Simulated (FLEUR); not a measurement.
Input and output of a self-consistent single point for TaAs (I4_1md, 4 atoms in the cell) (FLEUR).

Level of theory: PBE, all-electron FLAPW (FLEUR), scalar-relativistic valence.

The change in words: lattice scaled by 0.98. Reference geometry:
```
TaAs
1.0
   -1.74764     1.74764     5.95596
    1.74764    -1.74764     5.95596
    1.74764     1.74764    -5.95596
Ta As
2 2
Cartesian
  1.74764   0.00000   5.95560
  0.00000   0.00000   8.93358
  1.74764   0.00000   0.98428
  0.00000   0.00000   3.96226
```

Reference input (self-consistent single point, DFT, PBE, all-electron FLAPW (FLEUR), scalar-relativistic valence): Kmax = 4.3 1/bohr; GmaxXC = 12.9 1/bohr; xcFunctional = pbe; jspins = 1; l_soc = F; mode = hist; fermiSmearingEnergy = 0.00367493 Htr; mesh (inpgen div1-3) = 8 8 8; inpgen gamma flag = true; Gmax = 12.9 1/bohr; numbands = 0; maxIterBroyd = 25. This run's input differs from it in these lines:

```diff
@@ -3,5 +3,5 @@
 &input film=f /
--3.3025647439 3.3025647439 11.2551313195
-3.3025647439 -3.3025647439 11.2551313195
-3.3025647439 3.3025647439 -11.2551313195
+-3.2365131467 3.2365131467 11.0300290333
+3.2365131467 -3.2365131467 11.0300290333
+3.2365131467 3.2365131467 -11.0300290333
 1.0
@@ -45,5 +45,5 @@
          <bravaisMatrix>
-            <row-1>   -3.3025647439000001     3.3025647439000001    11.2551313195000002</row-1>
-            <row-2>    3.3025647439000001    -3.3025647439000001    11.2551313195000002</row-2>
-            <row-3>    3.3025647439000001     3.3025647439000001   -11.2551313195000002</row-3>
+            <row-1>   -3.2365131467000001     3.2365131467000001    11.0300290333000000</row-1>
+            <row-2>    3.2365131467000001    -3.2365131467000001    11.0300290333000000</row-2>
+            <row-3>    3.2365131467000001     3.2365131467000001   -11.0300290333000000</row-3>
          </bravaisMatrix>
```

Log, with long lists cut:

```
 Iteration:     1   Distance:       9.49831936 me/bohr^3
 Iteration:     2   Distance:       8.64561551 me/bohr^3
 Iteration:     3   Distance:       4.30761792 me/bohr^3
 Iteration:     4   Distance:       1.62417735 me/bohr^3
 Iteration:     5   Distance:       1.31764591 me/bohr^3
   [... 8 lines left out ...]
 Iteration:    14   Distance:       0.00010124 me/bohr^3
 Iteration:    15   Distance:       0.00002256 me/bohr^3
 Iteration:    16   Distance:       0.00001389 me/bohr^3
 Iteration:    17   Distance:       0.00000200 me/bohr^3
 Reset of history
 Run finished successfully
 Stop message:
   Structural relaxation: new displacements generated

[file out, last iteration]
             iter=     18
[...]
          total density-effective poten   -6.1409384298E+04
          total charge density-energy d   -8.0320939769E+02
 Updated energy parameters for spin:           1
[...]
 fermi energy and band-weighting factors:
   [... 5 lines left out ...]

[...]
FERMIE:
          first approx. to ef    (T=0)  :   0.510096 htr   (energy of the highest occ. eigenvalue)
          number of occ. states  (T=0)  :       2478
          first approx. to seigv (T=0)  : -34.433593 htr
          sum of weights of occ. states :  42.000000
          sum of semicore charge        :   0.000000 e
FERHIS:  Fermi-Energy by histogram:
          bandgap                     :   0.001723 htr
   [... lines left out ...]
          charge neutrality (T=0)     :   0.000000    (zero if the highest occ. eigenvalue is "entirely" occupied)
     EF_NEWTON:  Adjust Fermi-Energy by Newton-Method.
 Direct bandgap for spin            1 :    7.6565349481501066E-003  Htr
 ---->    free energy=                    -35774.4538040238 htr
   [... lines left out ...]
      extrapolation for T->0
 ---->    total electron energy=          -35774.4534353133 htr
 ***** TOTAL FORCES ON ATOMS *****
 TOTAL FORCE FOR ATOM TYPE=  1  X=  0.000   Y=  3.237   Z= -0.001
                       FX_TOT= 0.000000 FY_TOT= 0.000000 FZ_TOT= 0.002124
 TOTAL FORCE FOR ATOM TYPE=  2  X=  0.000   Y=  3.237   Z= -9.207
                       FX_TOT= 0.000000 FY_TOT= 0.000000 FZ_TOT=-0.002126
```

The run converged in 17 iterations. FLEUR gives forces in its relaxation mode, with a further iteration, so its stop message speaks of a relaxation. 

The starting cell comes from a database of computed structures (which also holds hypothetical and non-ambient phases and stackings), without a prior relaxation at this level. Its lattice was rescaled by a random factor within 2.5 % of one. For this run, on top of that: lattice scaled by 0.98. Spin-orbit coupling is off. Spin polarisation is off. Values depend on the basis (sphere radii, cutoffs, local orbitals), which need not be converged. The log's line on a gap gives a spacing of levels on this mesh, which the program prints for metals too.

These are the values that this program gave, and no reference: the default basis lacks the next d shell.

Cost on one core of a shared machine: roughly 8 min.
